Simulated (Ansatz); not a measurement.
Cell of bcc Ta (1 1 1) on zinc-blende CdTe (1 1 1) (film strained to the substrate, started from cuts of the bulks and a machine-learned relaxation; slabs Cd4Te4 and Ta10, which can lie off the formulas), relaxed at this level with a, b, gamma of the cell held:

```xyz
18
Lattice="4.6678 -0.0070 -0.3565 -2.3398 4.0543 0.0173 -2.7862 -1.7175 24.7364" Properties=species:S:1:pos:R:3 pbc="T T T"
Cd    -3.2263     3.1663     2.8132
Cd    -0.5941     1.9642     6.5913
Cd     2.0511     0.7722    10.2762
Cd     0.0174    -0.4165    14.3053
Te    -1.0565     4.4311     0.4323
Te    -0.8091     1.8553     3.7563
Te     1.8155     0.6492     7.4363
Te    -0.2037    -0.5343    11.4979
Ta    -4.4973     2.3733    16.5902
Ta    -2.2132     0.9927    15.7800
Ta    -2.0126     1.0971    18.4010
Ta     0.2418    -0.2990    17.2158
Ta     0.4651    -0.1831    20.1412
Ta    -4.2777     2.4877    19.4470
Ta    -4.0626     2.5990    22.2793
Ta    -1.7989     1.2079    21.2051
Ta    -1.5897     1.3164    23.9576
Ta     0.6853    -0.0690    23.0289
```

All values below come from PBE (plane waves to 420 eV, PAW; Ansatz, a program for electronic structure). Spin–orbit coupling is left out; the runs are not spin-polarised. Its k-point mesh 8×8×1, Fermi–Dirac width 0.05 eV.

Problem. Give the plane-averaged electrostatic potential energy of an electron along the normal (the smooth PAW potential), about its mean over the cell.

Solution. (z (Å), V (eV)): (0.000, -2.97); (0.271, 1.20); (0.541, 4.10); (0.812, 4.10); (1.083, 3.43); (1.354, 4.20); (1.624, 5.37); (1.895, 4.72); (2.166, 3.34); (2.436, 1.99); (2.707, 0.71); (2.978, -0.46); (3.249, 0.43); (3.519, 3.43); (3.790, 5.52); (4.061, 4.98); (4.332, 4.27); (4.602, 5.41); (4.873, 7.17); (5.144, 7.72); (5.414, 7.44); (5.685, 6.25); (5.956, 4.35); (6.227, 2.55); (6.497, 0.86); (6.768, -0.80); (7.039, -0.44); (7.309, 2.28); (7.580, 4.82); (7.851, 4.71); (8.122, 3.98); (8.392, 4.96); (8.663, 6.83); (8.934, 7.52); (9.204, 7.35); (9.475, 6.30); (9.746, 4.45); (10.017, 2.65); (10.287, 1.02); (10.558, -0.67); (10.829, -0.81); (11.099, 1.60); (11.370, 4.46); (11.641, 4.82); (11.912, 3.94); (12.318, 5.48); (12.588, 7.10); (12.859, 7.50); (13.130, 7.07); (13.401, 5.66); (13.671, 3.85); (13.942, 2.35); (14.213, 1.30); (14.483, 0.74); (14.754, -0.03); (15.025, -1.36); (15.296, -3.61); (15.566, -6.42); (15.837, -8.23); (16.108, -8.72); (16.379, -8.23); (16.649, -7.14); (16.920, -6.38); (17.191, -5.60); (17.461, -4.78); (17.732, -4.46); (18.003, -4.86); (18.274, -5.41); (18.544, -5.69); (18.815, -5.82); (19.086, -5.93); (19.356, -5.81); (19.627, -5.65); (19.898, -5.72); (20.169, -5.74); (20.439, -5.60); (20.710, -5.60); (20.981, -5.70); (21.251, -5.60); (21.522, -5.43); (21.793, -5.46); (22.064, -5.33); (22.334, -5.14); (22.605, -5.39); (22.876, -6.33); (23.147, -7.17); (23.417, -7.49); (23.688, -7.21); (23.959, -6.42); (24.229, -4.64)
